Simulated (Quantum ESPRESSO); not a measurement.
Checking a run of Quantum ESPRESSO on Ta6S (P-1, 14 atoms in the cell). The aim is a self-consistent single point with DFT, LDA (PZ), plane waves, GBRV 1.5 ultrasoft (LDA) pseudopotentials.

Cell that was meant: a = 5.2430 Å, b = 7.5013 Å, c = 7.5134 Å, α = 113.82°, β = 98.41°, γ = 109.17°.

Part of the input:

```fortran
 ibrav = 0
 nat = 14
 ntyp = 2
 ecutwfc = 6
 ecutrho = 48
 occupations = 'smearing'
 smearing = 'fermi-dirac'
 degauss = 0.0073499
```

The program printed (abridged):

```
     Message from routine setup:
     using ibrav=0 with symmetry is DISCOURAGED, use correct ibrav instead
     G-vector sticks info
   [... lines left out ...]
        k(    2) = (   0.0000000   0.0000000   0.2686350), wk =   0.1111111
        k(    3) = (   0.0000000   0.2466611   0.1362718), wk =   0.1111111
   [... 16 lines left out ...]

     Dense  grid:     9143 G-vectors     FFT dimensions: (  24,  32,  32)

     Smooth grid:     3231 G-vectors     FFT dimensions: (  15,  24,  24)

     Initial potential from superposition of free atoms

     starting charge     167.9891, renormalised to     168.0000

     negative rho (up, down):  1.028E+00 0.000E+00
     Self-consistent Calculation

     iteration #  1     ecut=     6.00 Ry     beta= 0.40

---- Real-time Memory Report at c_bands before calling an iterative solver
            98 MiB given to the printing process from OS
            33 MiB allocation reported by mallinfo(arena+hblkhd)
------------------

     negative rho (up, down):  8.344E-01 0.000E+00

     total energy              =   -1629.73171161 Ry
     estimated scf accuracy    <      45.96988167 Ry

     iteration #  2     ecut=     6.00 Ry     beta= 0.40

   [... lines left out ...]
            58 MiB allocation reported by mallinfo(arena+hblkhd)
------------------

     negative rho (up, down):  6.152E-01 0.000E+00

     total energy              =   -1620.24512010 Ry
     estimated scf accuracy    <          3.6E-10 Ry

     iteration # 18     ecut=     6.00 Ry     beta= 0.40

---- Real-time Memory Report at c_bands before calling an iterative solver
           138 MiB given to the printing process from OS
            58 MiB allocation reported by mallinfo(arena+hblkhd)
------------------

     negative rho (up, down):  6.150E-01 0.000E+00
     End of self-consistent calculation

     the Fermi energy is    23.1824 ev

!    total energy              =   -1620.24512012 Ry
     estimated scf accuracy    <          1.1E-11 Ry
     smearing contrib. (-TS)   =      -0.02371544 Ry
     internal energy E=F+TS    =   -1620.22140468 Ry

     convergence has been achieved in  18 iterations

     negative rho (up, down):  6.150E-01 0.000E+00

     Forces acting on atoms (cartesian axes, Ry/au):

     atom    1 type  1   force =    -0.01441174   -0.00136049    0.07276525
     atom    2 type  1   force =     0.01441174    0.00136049   -0.07276525
     atom    3 type  2   force =    -0.03096287    0.00889503   -0.00243120
     atom    4 type  2   force =     0.03096287   -0.00889503    0.00243120
   [... lines left out ...]
     Total force =     0.408260     Total SCF correction =     0.000007
   [... lines left out ...]

     negative rho (up, down):  6.150E-01 0.000E+00
          total   stress  (Ry/bohr**3)                   (kbar)     P=   -14117.95
  -0.09602475   0.00004392  -0.00029319       -14125.73        6.46      -43.13
   0.00004392  -0.09577403  -0.00010007            6.46   -14088.85      -14.72
  -0.00029319  -0.00010007  -0.09611690          -43.13      -14.72   -14139.28

   JOB DONE.
```

**Question.** Is anything amiss in this input, and did it matter?

**Answer.** The run is not sound. The fault is a basis or grid far too coarse for these potentials. Far below the cutoff that the potentials were made for, the basis cannot represent the orbitals near the nuclei, and energies, forces and above all the stress go wrong. To fix it, restore the cutoff that the potentials need and check convergence. The run converged in 18 iterations without an error; against the sound input the free energy rises by 128 eV/atom, the pressure goes from -7.98 to -1412 GPa and the largest force goes from 0.426 to 4.074 eV/Å.

The sound input it was made from differs as follows (other fixes are possible):
```diff
- ecutwfc = 6
- ecutrho = 48
+ ecutwfc = 40
+ ecutrho = 320
```

With that input, the run converged in 19 iterations: free energy E − TS -23830.7512 eV; Fermi level (on the code's own zero) 18.14 eV; pressure -7.98 GPa; largest force (vector length) 0.426 eV/Å (DFT, LDA (PZ), plane waves, GBRV 1.5 ultrasoft (LDA) pseudopotentials).

On the sound input: the starting cell comes from a database of published, mostly measured structures (it also holds non-ambient and calculated ones), without a prior relaxation at this level. Spin polarisation is off. With a pressure of about -8 GPa the cell is away from its equilibrium volume at this level.
